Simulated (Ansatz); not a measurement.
## Effective masses and thermopower of AlN (Cmc2_1)

Data:

```
CELL_PARAMETERS angstrom
      3.21003     0.00000     0.00000
     -1.60502     2.67058     0.00000
      0.00000     0.00000     4.94880
ATOMIC_POSITIONS crystal
  Al 0.33216 0.66431 0.99487
  Al 0.66784 0.33569 0.49487
  N  0.32930 0.65860 0.38013
  N  0.67070 0.34140 0.88013
```

Calculation: r2SCAN with spin-orbit coupling, rigid bands (plane waves, PAW; Ansatz, an electronic-structure program). Condition of this run: uniaxial stress along a of -9 GPa (compression positive) (the target of the relaxation). Geometry: cell and atoms relaxed with PBEsol, then loaded as said.

```json
{
  "band_gap": "4.58 eV",
  "electron conductivity mass (300 K, dilute)": "0.30 (x), 0.32 (y), 0.31 (z) mₑ",
  "hole conductivity mass (300 K, dilute)": "2.8 (x), 3.7 (y), 0.38 (z) mₑ",
  "effective density of states N_c (300 K)": "4.3e18 cm⁻³",
  "effective density of states N_v (300 K)": "5.1e19 cm⁻³",
  "density_of_states_mass_electrons": "0.31 mₑ",
  "density_of_states_mass_holes": "1.60 mₑ",
  "Seebeck coefficient, n-type 1e19 cm⁻³, 300 K": "-157 μV/K",
  "Seebeck coefficient, p-type 1e19 cm⁻³, 300 K": "357 μV/K",
  "best p-type power factor at 300 K for τ = 10 fs (best axis; densities from 1e16 to 1e21 cm⁻³ tried, whether or not they can be reached)": "15.5 μW/(cm·K²) at 1e20 cm⁻³"
}
```

Rigid bands; masses and Seebeck coefficients take one relaxation time τ for all states and one kind of carrier; polarons and phonon drag are left out. Geometry: cell and atoms relaxed with PBEsol.
